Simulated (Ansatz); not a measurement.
System: W vacancy in bcc W (neutral cell). Computed with PBE, PAW (plane waves to 420 eV; Ansatz, a first-principles code).

Settings: 36 host sites, the relaxed PBE lattice, a 2×2×3 k-point mesh shifted by half a step, smearing 0.10 eV, spin-restricted, no image-charge correction. Static, classical nuclei. Spin-orbit coupling is left out. Forms of the defect that were not tried may lie lower.

Barriers: single points on a 3×3×5 k-point mesh shifted by half a step at the bands' geometries (they differ from the bands' own by up to 0.09 eV, and are uncertain by about as much).

The step: one W atom jumps into the vacancy from a nearby W site. Atoms about the jump, Cartesian Å from the middle of the jump, before and after:

```csv
atom,x0,y0,z0,x1,y1,z1
W1,0.78,0.78,-0.77,-0.78,-0.78,0.77
W2,-0.80,2.37,0.80,-0.78,2.37,0.77
W3,2.37,-0.80,0.80,2.37,-0.78,0.77
W4,-0.80,-0.80,-2.39,-0.78,-0.78,-2.36
W5,-2.37,0.78,-0.77,-2.37,0.80,-0.80
W6,0.78,-2.37,-0.77,0.80,-2.37,-0.80
W7,0.78,0.78,2.37,0.80,0.80,2.39
W8,2.39,2.39,0.80,2.37,2.37,0.77
W9,-0.80,2.37,-2.39,-0.78,2.37,-2.36
W10,2.37,-0.80,-2.39,2.37,-0.78,-2.36
W11,-2.37,-2.37,-0.77,-2.39,-2.39,-0.80
W12,0.78,-2.37,2.36,0.80,-2.37,2.39
W13,-2.37,0.78,2.36,-2.37,0.80,2.39
```

Give the saddle-point geometry and the barrier.


| atom | x | y | z |
|---|---|---|---|
| W1 | 0.15 | 0.15 | -0.16 |
| W2 | -0.83 | 2.45 | 0.82 |
| W3 | 2.45 | -0.83 | 0.82 |
| W4 | -0.82 | -0.82 | -2.48 |
| W5 | -2.41 | 0.81 | -0.82 |
| W6 | 0.81 | -2.41 | -0.82 |
| W7 | 0.80 | 0.80 | 2.43 |
| W8 | 2.35 | 2.35 | 0.79 |
| W9 | -0.80 | 2.37 | -2.37 |
| W10 | 2.37 | -0.80 | -2.37 |
| W11 | -2.34 | -2.34 | -0.78 |
| W12 | 0.78 | -2.36 | 2.33 |
| W13 | -2.36 | 0.78 | 2.33 |
It lies 1.65 eV above the start and 1.65 eV above the end. The saddle point's order was not checked, and it lies on a symmetry element of the cell, where a band can be held.
